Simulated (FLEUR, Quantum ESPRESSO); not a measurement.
A FLEUR input for a self-consistent single point of BaF2 (Fm-3m, 3 atoms in the cell) (DFT, PBE, all-electron FLAPW (FLEUR), scalar-relativistic valence):

Input of the input generator:

```
BaF2 FLAPW
&input film=f /
-0.0000000000 5.7409879666 5.7409879666
5.7409879666 -0.0000000000 5.7409879666
5.7409879666 5.7409879666 -0.0000000000
1.0
1.0 1.0 1.0

3
56 0.0000000000 0.0000000000 0.0000000000
9 0.2500000000 0.2500000000 0.2500000000
9 0.7500000000 0.7500000000 0.7500000000

&comp jspins=1 /
&kpt div1=6 div2=6 div3=6 gamma=t /
&end /
```

```xml
<?xml version="1.0" encoding="UTF-8" standalone="no"?>
<fleurInput fleurInputVersion="0.39">
   <comment>
      BaF2 FLAPW                                                                                          
   </comment>
   <calculationSetup>
      <cutoffs Kmax="3.8" Gmax="15.2" GmaxXC="15.2" numbands="0"/>
      <scfLoop itmax="80" minDistance="0.00001" maxIterBroyd="40" imix="Anderson" alpha="0.05" precondParam="0.0" spinf="2.0"/>
      <coreElectrons ctail="T" frcor="F" kcrel="0" coretail_lmax="0"/>
      <xcFunctional name="pbe" relativisticCorrections="F"/>
      <magnetism jspins="1"/>
      <soc l_soc="F" theta="0.0" phi="0.0" spav="F"/>
      <expertModes spex="0" secvar="F"/>
      <geometryOptimization l_f="T" forcealpha="1.0" forcemix="BFGS" epsdisp="0.00001" epsforce="0.00001"/>
      <ldaU l_linMix="F" mixParam="0.05" spinf="1.0"/>
   </calculationSetup>
   <cell>
      <bzIntegration valenceElectrons="24.0" mode="hist" fermiSmearingEnergy="0.00036749">
         <kPointListSelection listName="default-1"/>
         <!-- k-points included here -->
         <xi:include xmlns:xi="http://www.w3.org/2001/XInclude" href="kpts.xml"> </xi:include>
      </bzIntegration>
      <!-- symmetry operations included here -->
      <xi:include xmlns:xi="http://www.w3.org/2001/XInclude" href="sym.xml"> </xi:include>
      <bulkLattice scale="1.0">
         <bravaisMatrix>
            <row-1>    0.0000000000000000     5.7409879665999997     5.7409879665999997</row-1>
            <row-2>    5.7409879665999997     0.0000000000000000     5.7409879665999997</row-2>
            <row-3>    5.7409879665999997     5.7409879665999997     0.0000000000000000</row-3>
         </bravaisMatrix>
      </bulkLattice>
   </cell>
   <atomSpecies>
      <species name="Barium (Ba)" element="Ba" atomicNumber="56">
         <mtSphere radius="2.63" gridPoints="925" logIncrement="0.014"/>
         <atomicCutoffs lmax="10" lnonsphr="8"/>
         <electronConfig flipSpins="F">
            <coreConfig>(1s1/2) (2s1/2) (2p1/2) (2p3/2) (3s1/2) (3p1/2) (3p3/2) (4s1/2) (3d3/2) (3d5/2) (4p1/2) (4p3/2) (4d3/2) (4d5/2)</coreConfig>
            <valenceConfig>(5s1/2) (5p1/2) (5p3/2) (6s1/2)</valenceConfig>
         </electronConfig>
         <energyParameters s="6" p="6" d="5" f="4"/>
         <lo type="SCLO" l="0" n="5" eDeriv="0"/>
         <lo type="SCLO" l="1" n="5" eDeriv="0"/>
      </species>
      <species name="Fluorine (F)" element="F" atomicNumber="9">
         <mtSphere radius="1.68" gridPoints="593" logIncrement="0.018"/>
         <atomicCutoffs lmax="6" lnonsphr="4"/>
         <electronConfig flipSpins="F">
            <coreConfig>(1s1/2)</coreConfig>
            <valenceConfig>(2s1/2) (2p1/2) (2p3/2)</valenceConfig>
            <stateOccupation state="(2p1/2)" spinUp="0.8333333333333" spinDown="0.8333333333333"/>
            <stateOccupation state="(2p3/2)" spinUp="1.6666666666667" spinDown="1.6666666666667"/>
         </electronConfig>
         <energyParameters s="2" p="2" d="3" f="4"/>
      </species>
   </atomSpecies>
   <atomGroups>
      <atomGroup species="Barium (Ba)">
         <relPos label="                   1">.0000000000 .0000000000 .0000000000</relPos>
         <force calculate="T" relaxXYZ="TTT"/>
      </atomGroup>
      <atomGroup species="Fluorine (F)">
         <relPos label="                   2">1.000/4.000 1.000/4.000 1.000/4.000</relPos>
         <relPos label="                   3">-1.000/4.000 -1.000/4.000 -1.000/4.000</relPos>
         <force calculate="T" relaxXYZ="TTT"/>
      </atomGroup>
   </atomGroups>
   <output dos="F" band="F" slice="F">
      <checks vchk="F" cdinf="F"/>
      <bandDOS minEnergy="-.5*Htr" maxEnergy="0.5*Htr" sigma="0.015" storeEVData="T"/>
      <vacuumDOS vacdos="F" integ="F" star="F" nstars="0" locx1="0.0" locy1="0.0" locx2="0.0" locy2="0.0" nstm="0" tworkf="0.0"/>
      <unfoldingBand unfoldBand="F" supercellX="1" supercellY="1" supercellZ="1"/>
      <plotting iplot="0" polar="F">
         <plot TwoD="T" vec1="  1.0  0.0  0.0" vec2="  0.0  1.0  0.0" vec3="  0.0  0.0  1.0" zero="  0.0  0.0  0.0" file="plot"/>
      </plotting>
      <chargeDensitySlicing numkpt="0" minEigenval="0.0" maxEigenval="0.0" nnne="0" pallst="F"/>
      <specialOutput eonly="F"/>
      <magneticCircularDichroism mcd="F" energyLo="-10.0" energyUp="0.0"/>
   </output>
  <!-- We include the file relax.xml here to enable relaxations (see documentation) -->
  <xi:include xmlns:xi="http://www.w3.org/2001/XInclude" href="relax.xml"> <xi:fallback/> </xi:include>
</fleurInput>
```

Task: Give the Quantum ESPRESSO input for the same structure, mesh, smearing and functional.

Result: One input that does it (others would too):

```fortran
&CONTROL
   calculation = 'scf'
   prefix = 'scf'
   outdir = './tmp/'
   pseudo_dir = './'
   tprnfor = .true.
   tstress = .true.
/
&SYSTEM
   ibrav = 0
   nat = 3
   ntyp = 2
   ecutwfc = 45
   ecutrho = 360
   occupations = 'smearing'
   smearing = 'fd'
   degauss = 0.000734986
/
&ELECTRONS
   conv_thr = 1.0d-8
   mixing_beta = 0.7
/
ATOMIC_SPECIES
Ba   137.3270  Ba.pbe-spn-kjpaw_psl.1.0.0.UPF
F     18.9984  f_pbe_v1.4.uspp.F.UPF
CELL_PARAMETERS {angstrom}
   0.0000000000     3.0380000000     3.0380000000
   3.0380000000     0.0000000000     3.0380000000
   3.0380000000     3.0380000000     0.0000000000
ATOMIC_POSITIONS {alat}
Ba    0.0000000000    0.0000000000    0.0000000000
F     0.3535533906    0.3535533906    0.3535533906
F     1.0606601718    1.0606601718    1.0606601718
K_POINTS {automatic}
6 6 6  0 0 0
```

Basis settings and potentials, where a program has them, do not carry over. This input uses DFT, PBE, plane waves, SSSP 1.1.2 efficiency (PBE) pseudopotentials. Both were run: gap on the mesh 7.298 eV in FLEUR and 7.083 in Quantum ESPRESSO.

On Quantum ESPRESSO: the starting cell has typed, rounded lattice constants, without a prior relaxation at this level. For this run, on top of that: lattice scaled by 0.98. With a pressure of about 6 GPa the cell is away from its equilibrium volume at this level.

On FLEUR: the starting cell has typed, rounded lattice constants, without a prior relaxation at this level. For this run, on top of that: lattice scaled by 0.98. Values depend on the basis (sphere radii, cutoffs, local orbitals), which need not be converged.
